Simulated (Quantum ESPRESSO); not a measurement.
**σyy against uniaxial strain in CsCl-type CuZn (space group 221): C12 (Quantum ESPRESSO, PBEsol)**

```
CuZn
1.0
    2.86723     0.00000     0.00000
    0.00000     2.91090     0.00000
    0.00000     0.00000     2.91090
Zn Cu
1 1
Direct
  0.50000   0.50000   0.50000
  0.00000   0.00000   0.00000
```

Computed with PBEsol, GBRV 1.5 ultrasoft (PBESOL) pseudopotentials (plane waves; Quantum ESPRESSO). Settings: ecutwfc = 65 Ry; ecutrho = 520 Ry; occupations = smearing; smearing = fermi-dirac; degauss = 0.0036749 Ry; potentials = {Zn: zn_pbesol_v1.uspp.F.UPF, Cu: cu_pbesol_v1.2.uspp.F.UPF}; K_POINTS = automatic 22 22 22 0 0 0; conv_thr = 1e-10 Ry. The cell above is the first row's. The rows stretch one cube axis (x) by the strain ε and hold the other two. Stress is positive in tension. In all rows fractional positions and the k mesh are held.

| ε (%) | σyy (GPa) |
|---|---|
| -1.5 | -1.88 |
| -1.0 | -1.15 |
| -0.5 | -0.48 |
| 0.0 | 0.20 |
| 0.5 | 0.84 |
| 1.0 | 1.47 |
| 1.5 | 2.07 |
| 2.0 | ? |

Problem. Using a parabola, estimate the missing σyy at ε = 2.0 from the other rows, showing the fit.

Solution. Least squares gives σyy = 0.197 + 1.3150·ε - 0.0443·ε². Residuals (row less fit): -0.005, 0.012, -0.008, 0.003, -0.003, 0.002, 0.000; standard error 0.008 (degrees of freedom: 4). The slope at ε = 0, 1.3150 GPa per cent, gives C12 ≈ 100 × 1.3150 = 132 GPa, for the static lattice. At the withheld row, σyy = 0.197 + 1.3150 × 2.0 - 0.0443 × 2.0² = 2.650 GPa. The calculation gives 2.65 GPa, which the fit meets to the printed digits. The row lies outside the fitted rows, so this is an extrapolation. From the scatter of the fitted rows alone, a prediction at this place has a standard error of 0.015 GPa, so the miss is 0.0 times that.

Carrying the step between the two nearest rows on in a straight line would have given 2.67, off by 0.02; series whose last step already gives the withheld value aren't shown. The reference cell has the volume at which an earlier scan in this program and functional put its minimum by a fit. The runs keep the symmetry of the cell, so they don't test it for distortions. The unstrained cell stands at a pressure of -0.20 GPa, and the constants belong to that pressure. By symmetry this strain leaves no force on the atoms; the largest in the rows is 0.000 eV/Å. Spin polarisation is off. Without a gap such slopes are sensitive to mesh and smearing. Cutoffs and mesh are single choices, not tested for convergence of this quantity. Series with a scatter that would blur these digits, or in which a gap closes, are not shown. Strain series were run only where this level's volume lies within 10 % of a first guess from the measured size.
